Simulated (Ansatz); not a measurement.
An Ansatz (a quantum-chemistry and plane-wave program) input (PBE in Ansatz (plane waves to 420 eV, PAW, no spin-orbit coupling)):

Ansatz 0.2 input:
```yaml
crystal:
  lattice:
    - [0, 2.1162327798, 2.1162327798]
    - [2.1162327798, 0, 2.1162327798]
    - [2.1162327798, 2.1162327798, 0]
  atoms:
    - { symbol: Mg, position: [0, 0, 0] }
    - { symbol: O, position: [0.5, 0.5, 0.5] }
basis: { ecutwfc: 420, ecutrho_ratio: 4, xc_grid: 2, fft_grid_basis: typed }
kpoints: { mp_grid: { grid: [13, 13, 13] } }
hamiltonian:
  xc: pbe
  dispersion: none
  pseudopotentials: { kind: paw }
scf: { occupations: { method: fermi_dirac, width: 0.05 }, convergence: { dr2_threshold: 0.0000000002 } }
relax: { f_tol: 0.005, max_steps: 50 }
output: { forces: true, stress: true }
checkpoint: { write: state.ck, write_every: 1000 }
```

Q: Which symmetry and how many k-points will the program report, and about how many plane waves at Γ?

A: Space group Fm-3m (ITA 225) with 48 operations, k-points 84 of 2197, and 339 plane waves at Γ.

Q: And the final pressure?

A: 2.32 GPa (compression positive).

The cells carry an imposed strain or load. Whether these cells are dynamically stable was not tested. The cell was made from MgO in the rock salt structure (space group Fm-3m, No. 225) by this change: isotropic strain −0.50 %.
